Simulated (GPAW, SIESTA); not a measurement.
A SIESTA input for a self-consistent single point of C (Fd-3m, 2 atoms in the cell) (DFT, LDA PW92, numerical atomic orbitals DZP, PseudoDojo LDA standard norm-conserving potentials (rewritten from UPF to PSML)):

```
# files in the folder: C.psml (PseudoDojo LDA standard)
SystemName  C
SystemLabel siesta

NumberOfAtoms                2
NumberOfSpecies              1
%block ChemicalSpeciesLabel
  1 6 C
%endblock ChemicalSpeciesLabel
LatticeConstant              2.537470 Ang
%block LatticeVectors
     0.000000000    0.707106685    0.707106685
     0.707106685    0.000000000    0.707106685
     0.707106685    0.707106685    0.000000000
%endblock LatticeVectors
AtomicCoordinatesFormat      Ang
%block AtomicCoordinatesAndAtomicSpecies
     1.794262000    1.794262000    1.794262000  1
     2.691393000    2.691393000    2.691393000  1
%endblock AtomicCoordinatesAndAtomicSpecies

XC.functional                LDA
XC.authors                   PW92
PAO.BasisSize                DZP
PAO.EnergyShift              0.01 Ry
MeshCutoff                   400 Ry
%block kgrid.MonkhorstPack
   13   0   0  0.0
    0  13   0  0.0
    0   0  13  0.0
%endblock kgrid.MonkhorstPack
OccupationFunction           FD
ElectronicTemperature        10 K

MaxSCFIterations             150
SCF.Mixer.Method             Pulay
SCF.Mixer.Weight             0.2
SCF.Mixer.History            6
SCF.DM.Tolerance             1.0E-05
Diag.ParallelOverK           true
WriteForces                  true
```

Task: Translate this input to GPAW.

Result: This is the input that was run; spellings and numerical settings could be chosen otherwise.

```python
from ase import Atoms
from ase.units import GPa
from gpaw import GPAW

atoms = Atoms(['C', 'C'],
              cell=[[0.000000, 1.794262, 1.794262],
                    [1.794262, 0.000000, 1.794262],
                    [1.794262, 1.794262, 0.000000]],
              positions=[[1.794262, 1.794262, 1.794262],
                         [2.691393, 2.691393, 2.691393]],
              pbc=True)

calc = GPAW(mode={'name': 'pw', 'ecut': 900},
            xc='LDA',
            kpts=(13, 13, 13),
            occupations={'name': 'fixed-uniform'},
            nbands=-6,
            convergence={'forces': 0.001, 'bands': -4},
            symmetry={'symmorphic': False, 'tolerance': 0.0005},
            maxiter=150)

atoms.calc = calc

energy = atoms.get_potential_energy()
print('Energy (eV):', round(energy, 6))
forces = atoms.get_forces()
print('Forces (eV/Ang):')
print(forces.round(5))
stress = atoms.get_stress()
print('Stress (GPa, Voigt):', (stress / GPa).round(4))
```

Basis, cutoffs, solver keys and any potentials are the target program's own. This input uses DFT LDA (Perdew-Wang 92), plane waves, GPAW PAW datasets LDA (gpaw-data 1.0.1). LDA parametrisations can differ slightly between programs. Both were run: gap on the mesh 4.167 eV in SIESTA and 4.067 in GPAW.

On SIESTA: the starting cell comes from a database of computed structures (which also holds hypothetical and non-ambient phases and stackings), without a prior relaxation at this level. Its lattice was rescaled by a random factor within 2.5 % of one. Values carry the incompleteness of an atom-centred basis. With a pressure of about -12 GPa the cell is away from its equilibrium volume at this level.

On GPAW: the starting cell comes from a database of computed structures (which also holds hypothetical and non-ambient phases and stackings), without a prior relaxation at this level. Its lattice was rescaled by a random factor within 2.5 % of one.
